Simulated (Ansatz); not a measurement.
Ansatz (a program for electronic structure) run on Mg6NbGa (Amm2, 8 atoms in the cell): self-consistent single point.

Computed with LDA (PW92), default PAW files made with PBE (plane waves; Ansatz).

```yaml
crystal:
  lattice:
    - [4.96852, 0.00000, 0.00000]
    - [0.00000, 2.97569, 5.49737]
    - [0.00000, -2.97569, 5.49737]
  atoms:
    - { symbol: Mg, position: [0.50000, 0.67086, 0.17274] }
    - { symbol: Mg, position: [0.50000, 0.17274, 0.67086] }
    - { symbol: Mg, position: [0.00000, 0.84052, 0.32498] }
    - { symbol: Mg, position: [0.00000, 0.32498, 0.84052] }
    - { symbol: Mg, position: [0.00000, 0.32495, 0.32495] }
    - { symbol: Mg, position: [0.00000, 0.82493, 0.82493] }
    - { symbol: Nb, position: [0.50000, 0.17306, 0.17306] }
    - { symbol: Ga, position: [0.50000, 0.66794, 0.66794] }
```

Reference input (self-consistent single point, DFT, LDA (PW92), plane waves, default PAW files made with PBE): kpoints.mp_grid.grid = 5 5 5; hamiltonian.xc = lda; hamiltonian.pseudopotentials = {kind: paw} (the program's default PAW files); scf.occupations.method = fermi_dirac; scf.occupations.width = 0.1 eV. This run's input differs from it in these lines:

Ansatz 0.2 input:
```diff
@@ -16,3 +16,3 @@
 kpoints:
-  mp_grid: { grid: [5, 5, 5] }
+  mp_grid: { grid: [8, 7, 7] }
 hamiltonian:
```

Log, with long lists cut:

```
SCF iter   1: F=—  HF=-19558.457645 eV  |F-HF|=—  |Δ(HF+E_count)|=         —  Δρ=7.78e-3  dr2=6.41e-2  ethr=1.77e-3  ⟨swp⟩=7.7  Hψ=15967  notcnv=0
all-band conjugate gradients solve this SCF's bands
preconditioner: auto → Kerker (q_TF=auto, 2.454 Å⁻¹)
SCF iter   2: F=—  HF=-19558.425939 eV  |F-HF|=—  |Δ(HF+E_count)|=   3.17e-2  Δρ=3.41e-3  dr2=1.89e-2  ethr=7.45e-5  ⟨swp⟩=2.0  Hψ=6478  notcnv=0
   [... lines left out ...]
SCF iter   5: F=—  HF=-19558.420994 eV  |F-HF|=—  |Δ(HF+E_count)|=   2.72e-5  Δρ=1.19e-4  dr2=2.11e-5  ethr=1.53e-7  ⟨swp⟩=2.0  Hψ=5467  notcnv=0
SCF iter   6: F=—  HF=-19558.420990 eV  |F-HF|=—  |Δ(HF+E_count)|=   4.76e-6  Δρ=3.20e-5  dr2=2.54e-6  ethr=2.46e-8  ⟨swp⟩=2.0  Hψ=5457  notcnv=0
SCF iter   7: F=—  HF=-19558.420989 eV  |F-HF|=—  |Δ(HF+E_count)|=   4.55e-7  Δρ=8.67e-6  dr2=1.87e-7  ethr=2.95e-9  ⟨swp⟩=2.0  Hψ=4944  notcnv=0
SCF iter   8: F=-19558.420989 eV  HF=-19558.420989 eV  |F-HF|=8.61e-9  |Δ(HF+E_count)|=   5.06e-8  Δρ=2.62e-6  dr2=1.59e-8  ethr=1.16e-10  ⟨swp⟩=5.5  Hψ=14638  notcnv=0
SCF 1 converged in 8 iterations: F = -19558.420989 eV  dr2 = 1.59e-8
Free energy (F): -19558.420989 eV
Internal energy: -19558.258769 eV  (E = F + TS)
E sigma→0 (E₀):  -19558.339879 eV
Entropy (-TS):   -0.162220 eV (-20.277 meV/atom)
Fermi energy:    7.720405 eV
--- Forces (eV/Å), atoms counted from 1 ---
  atom   1  Mg     0.00000000    -0.00730076     0.00150146
  atom   2  Mg     0.00000000     0.00730076     0.00150146
  atom   3  Mg    -0.00000000     0.05417736     0.04235265
  atom   4  Mg     0.00000000    -0.05417736     0.04235265
  atom   5  Mg    -0.00000000     0.00000000    -0.06798571
  atom   6  Mg     0.00000000    -0.00000000    -0.07959181
  atom   7  Nb    -0.00000000     0.00000000     0.04330974
  atom   8  Ga     0.00000000    -0.00000000     0.01657291
--- Stress (GPa, compression-positive) ---
       -3.439838       0.000000       0.000000
        0.000000      -3.616417      -0.000000
        0.000000      -0.000000      -3.391139
  P = ⅓ Tr σ = -3.4825 GPa (-34.825 kbar)
  The stress holds the Pulay correction. Without it, at fixed plane waves, as pw.x and ABINIT print it: P = -3.4900 GPa
```

The run converged in 8 iterations. Against the reference run the free energy goes up by 2.0 meV/atom, the pressure stays at -3.48 GPa and the largest force goes from 0.094 to 0.080 eV/Å.

The starting cell comes from a database of computed structures (which also holds hypothetical and non-ambient phases and stackings), without a prior relaxation at this level. Spin polarisation is off. With a pressure of about -3 GPa the cell is away from its equilibrium volume at this level. Ansatz's pressure includes its estimate of the finite-basis (Pulay) stress.

Cost on one core of a shared machine: roughly 30 s.
